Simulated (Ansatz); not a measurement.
We consider CsCl-type PdIn, described by r²SCAN (PAW; Ansatz, a program for electronic structure).

Settings: plane-wave cutoff 500 eV, 18×12×1 k mesh (along the axes of the cell as run), Fermi–Dirac smearing 0.1 eV, scalar-relativistic PAW data made under PBE.

Problem. Give the computed surface energy of the (110) face and work function of the (110) face.

Solution. 
- surface energy of the (110) face = 0.88 J/m²
- work function of the (110) face = 4.58 eV

The slab of 12 atoms is relaxed and unreconstructed.

Spin–orbit coupling is not included.

Computed values are for the static lattice.

Cost on a shared machine: about 30 core-minutes (a rough figure).
